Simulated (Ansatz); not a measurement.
The starting structures come from a database of crystals and need not be the phases stable at ambient conditions.

 Where the default PAW files enter, the runs use the earlier of Ansatz's two default sets.

```xyz
2
Lattice="3.6832 0.0000 0.0000 0.0000 3.6832 0.0000 1.8416 -1.8416 2.6044" Properties=species:S:1:pos:R:3 pbc="T T T"
Mg     0.0000     0.0000     0.0000
S      3.6832     0.0000     2.6044
```

Space group of this cell: Fm-3m, rock salt. The cell is taken as given.

Level of theory: r2SCAN (plane waves, PAW; Ansatz, a quantum-chemistry and plane-wave program).

The current runs along the normal of the first two printed vectors; no spin-orbit coupling. Scaled by the factor s: all lengths (ions clamped). Meshes 12×12×12 and 8×8 across the current in all rows.

```csv
s,mean pressure (GPa),slowest mid-gap decay constant κ (1/Å)
0.98,5.2,0.285
1.00,-0.2,0.269
1.02,-4.3,?
```

Take the slope of the slowest mid-gap decay constant κ against ln s from the two given rows, extrapolate to s = 1.02, and say what the run there gives.

Slope = (0.285 − 0.269) / ln 0.98 = -0.792 1/Å. The line gives 0.269 + (-0.792) × ln 1.02 = 0.253 1/Å. The run gives 0.253 1/Å, as the line does.
